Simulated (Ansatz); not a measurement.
Fe3P (space group I-4, No. 82; ferromagnetic; a cell from a computed database, its experimental status unchecked)

Fe3P is modelled in the tetragonal space group I-4 (No. 82), Pearson symbol tI32. Lattice parameters: a = 8.895 Å, b = 8.895 Å, c = 4.314 Å, α = 90.00°, β = 90.00°, γ = 90.00°. Fe1 on 8g is surrounded by 4 P at 2.233–2.295 Å and 7 Fe at 2.455–2.716 Å. Fe2 on 8g is coordinated by 3 P at 2.211–2.351 Å and 9 Fe at 2.438–2.719 Å. Fe3 on 8g sees 2 P at 2.266–2.298 Å and 2 Fe at 2.343–2.438 Å and 6 Fe at 2.602–2.719 Å. P on 8g has 9 Fe at 2.211–2.351 Å. (Neighbours: up to the widest gap in distance over summed covalent radii, below 1.35, at either atom; cation-cation and far metal-metal contacts left out.)
(The calculation used a cell of 16 atoms; values per cell refer to that cell.)

The values are results of plane-wave PAW DFT at the PBEsol level (Ansatz, a quantum-chemistry and plane-wave program, 420 eV), scalar-relativistic without spin-orbit coupling, not measurements. Settings: 9×9×9 k-points, 0.05 eV Fermi–Dirac smearing.

| Property | Result |
|---|---|
| Volume per atom | 10.67 Å³ |
| Density | 7.73 g/cm³ |
| Band gap | zero |
| Magnetic state | ferromagnetic |
| Total energy | -3522.084 eV/atom (σ→0; compares only within this code and set-up) |

Other magnetic orders, which the real material may have, were not ruled out. No phonon test of stability was made.
